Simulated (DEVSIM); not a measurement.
System: illuminated Si n-on-p cell, one wavelength, at 400 K.

```
layer (left to right)  material  thickness (μm)  Nd (cm⁻³)  Na (cm⁻³)  τn (s)  τp (s)  absorption coefficient (cm⁻¹)
---------------------  --------  --------------  ---------  ---------  ------  ------  -----------------------------
1                            Si           0.160     1.8e18          -    7e-7  4.5e-6                           2800
2                            Si             120          -     3.8e16    5e-6    5e-6                           2800
```

Left contact: ohmic, minority hole recombination velocity 1e6 cm/s. Right contact: ohmic, minority electron recombination velocity 800 cm/s. Voltage is applied to the left contact. Recombination: SRH at mid-gap, radiative, Auger. Light enters at the left, 2e17 photons cm⁻² s⁻¹, one pass, no reflection. Mobility is μmin + (μ − μmin)/(1 + (N/Nref)^α).

This is a model device: material constants are rounded textbook-type values typed into the input, and sizes, dopings and lifetimes were drawn at random. Values at 300 K; Nc and Nv go as T^1.5, mobilities as T to minus their exponent, the gap by Varshni's rule with the affinity fixed.

| parameter | Si |
|---|---|
| gap (eV) | 1.124 |
| affinity (eV) | 4.05 |
| permittivity | 11.7 |
| Nc (cm⁻³) | 2.86e19 |
| Nv (cm⁻³) | 3.1e19 |
| μn (cm²/Vs) | 1417 |
| μp (cm²/Vs) | 470 |
| μn,min | 52 |
| μp,min | 45 |
| Nref,n | 9.7e16 |
| Nref,p | 2.2e17 |
| αn | 0.68 |
| αp | 0.72 |
| T exponent of μn | 2.3 |
| T exponent of μp | 2.2 |
| B (cm³/s) | 4.7e-15 |
| Cn (cm⁶/s) | 2.8e-31 |
| Cp (cm⁶/s) | 9.9e-32 |
| Varshni α (eV/K) | 0.000473 |
| Varshni β (K) | 636 |

Model (solved in DEVSIM): 1D drift-diffusion, Boltzmann statistics, complete ionisation; no tunnelling, impact ionisation, image-force lowering or self-heating.

Base results: share of generated pairs collected at short circuit 0.950; potential step across the device at zero bias (V) 0.740; dark forward voltage at 100 A/cm² (V) 0.832; short-circuit current (mA/cm²) 30.4.

Task: What follows from this one change: recombination velocity at the right contact 800 → 100 cm/s?

Result: share of generated pairs collected at short circuit little changed (0.952); potential step across the device at zero bias little changed (0.740 V); dark forward voltage at 100 A/cm² 0.832 → 0.805 V; short-circuit current little changed (30.5 mA/cm²).

Task: What follows from this one change: doping Nd of layer 1 1.8e+18 → 5.4e+16 cm^-3?

Result: share of generated pairs collected at short circuit 0.950 → 0.960; potential step across the device at zero bias 0.740 → 0.619 V; dark forward voltage at 100 A/cm² 0.832 → 1.272 V; short-circuit current 30.4 → 30.8 mA/cm².

Task: What follows from this one change: thickness of layer 1 0.16 → 0.27 μm?

Result: share of generated pairs collected at short circuit 0.950 → 0.936; potential step across the device at zero bias little changed (0.740 V); dark forward voltage at 100 A/cm² 0.832 → 0.819 V; short-circuit current 30.4 → 30.0 mA/cm².
